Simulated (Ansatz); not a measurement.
Consider SrHfO3 in the cubic perovskite structure (space group Pm-3m, No. 221; a = 4.106 Å).

Perturbation: cell and atoms relaxed at a pressure of 0.3 GPa.

Levels (all Ansatz, a quantum-chemistry and plane-wave program, PAW, earlier PAW set): PBEsol (420 eV, no spin-orbit coupling); PBEsol+SOC (600 eV, noncollinear with spin-orbit coupling).

The geometry is relaxed with PBEsol.

| Quantity | Value |
|---|---|
| PBEsol band gap | 3.73 eV |

With PBEsol+SOC at the same geometry, the electron mass (degenerate bands, along [100]) comes out as 0.33, 0.75 mₑ (at Γ); the band gap drops by 0.083 eV (3.73 eV → 3.64 eV); the hole mass (degenerate bands, along [100]) is 0.88, 2.3 mₑ (at R).

Single points use the geometry relaxed with PBEsol. Their cutoffs differ, which shifts pressures a little. Differences between runs with and without spin-orbit coupling are approximate. Spin-orbit coupling, missing from the scalar runs, can matter with Hf. Load acts through the strain it causes; cell and atoms are relaxed under it. Effective masses come from finite differences of ±0.01 Å⁻¹. Stability against distortions was not tested. Many cubic perovskites are stable only at high temperature; tilts and polar distortions were not tested.
